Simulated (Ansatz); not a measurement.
TiAl3 (I4/mmm, No. 139), treated with rVV10 in Ansatz (PAW).

Numerical settings: plane-wave cutoff 520 eV, 20×20×20 k mesh, Fermi–Dirac smearing 0.05 eV, no spin polarisation, scalar-relativistic PAW data made under PBE.

Shape and atoms are relaxed at each volume.

Pressure at four volumes; x = ln(V/15.834 Å³). One pressure is withheld.

| V (Å³/atom) | x | P (GPa) |
|---|---|---|
| 15.201 | -0.0408 | ? |
| 15.517 | -0.0202 | 2.27 |
| 15.834 | 0.0000 | 0.00 |
| 16.467 | 0.0392 | -3.91 |

Question: Pass a parabola P(x) through the three rows shown, estimate the bulk modulus and its pressure derivative near zero pressure, and predict the withheld pressure.

Answer: Slopes between the rows: (0.00 − (2.27))/(0.0000 − (-0.0202)) = -112.38 and (-3.91 − (0.00))/(0.0392 − (0.0000)) = -99.74 GPa. Their difference over the span 0.0594 is c = 12.64/0.0594 = 212.8 GPa, so P(x) = 2.27 + (-112.38)(x − (-0.0202)) + 212.8 (x − (-0.0202))(x − (0.0000)). At the middle row B = −dP/dx = −[-112.38 + 212.8 × 0.0202] = 108.1 GPa, and B′ = dB/dP = 2c/B = 3.9. At x = -0.0408 the parabola gives 4.76 GPa; the run gives 4.79 GPa. The Birch–Murnaghan fit to the energies at all volumes has B0 = 108 GPa and B′ = 4.2.

Note: the bulk modulus comes from volumes at which shape and atoms were relaxed.

Ansatz is a quantum-chemistry and plane-wave program.
